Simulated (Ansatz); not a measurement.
The parent structure is SrTiO₃ in the cubic perovskite structure (space group Pm-3m, No. 221; a = 3.936 Å).

All numbers come from PBE (Ansatz, a first-principles code, PAW, no spin-orbit coupling).

For the base:

The band gap is 1.84 eV. The pressure is 0.01 GPa and the gap character is indirect, R → Γ.

The change: the cell is scaled by 0.9880 in all directions, atoms relaxed at fixed cell.

Task: What does the calculation give for the band gap after the change?

Result: The band gap goes up by 0.07 eV to 1.91 eV.

Task: Estimate the effect on the pressure.

Result: The pressure goes up by 6.68 GPa (0.01 GPa → 6.69 GPa).

Task: Predict the new gap character.

Result: The gap character remains indirect, R → Γ.

The cells carry an imposed strain or load. No phonon test of stability was made. All final runs are without spin polarisation. Many cubic perovskites are stable only at high temperature; tilts and polar distortions were not tested.
